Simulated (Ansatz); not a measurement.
## Pressure series in GaP

Base system: GaP in the zinc blende structure (space group F-43m, No. 216; a = 5.5064 Å).

Cell and atoms are relaxed at each pressure.

Level of theory: PBE in Ansatz (plane waves to 420 eV, PAW, no spin-orbit coupling), earlier PAW set.

Base values:

- Band gap = 1.58 eV

Task: The aim is a band gap between 1.30 eV and 1.41 eV. Which of these changes reaches it?
A) pressure −2 GPa
B) pressure 50 GPa
C) pressure 30 GPa

Result: A, pressure −2 GPa. It gives 1.35 eV; pressure 50 GPa gives 0.87 eV; pressure 30 GPa gives 1.13 eV. Changes not listed may reach it too

Load acts through the strain it causes; cell and atoms are relaxed under it. Whether these cells are dynamically stable was not tested. Measured, GaP leaves this structure (for a Cmcm phase) near 26 GPa (temperature not stated; as listed in Datta, Sujoy, Jana, Debnarayan, arXiv (2020)).

Ansatz is an electronic-structure program.
